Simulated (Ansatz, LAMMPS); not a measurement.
Random Si-Ge alloy, 5x5x5 cubic cells, lattice parameter by Vegard's rule. Cell 28.31 × 28.31 × 28.31 Å, Si342Ge658, 1000 atoms. Prepared with Tersoff's 1989 multicomponent potential (SiCGe.tersoff) (LAMMPS): minimisation. 

Basis: localised support functions (accuracy medium) on a full density matrix. k-points: zone centre alone; occupations: Fermi-Dirac, 0.020 eV; spin polarisation not allowed. No spin-orbit coupling.

### Question
What is the computed energy, gap and bonding (PBE, support functions at accuracy medium on the grid of 370 eV (Ansatz, a first-principles code))?

### Answer

energy over the perfect crystal(s), per atom: 18 meV/atom
Kohn-Sham gap of the cell on its k-mesh: 0.49 eV
coordination (neighbours within 2.915 Å): 100.0 % 4-fold
Ge-Ge bonds, mean ± spread: 2.484 ± 0.008 Å
Ge-Si bonds, mean ± spread: 2.437 ± 0.008 Å
Si-Si bonds, mean ± spread: 2.389 ± 0.008 Å
bond angles, mean ± spread: 109.5° ± 1.2°
pressure: -0.42 GPa
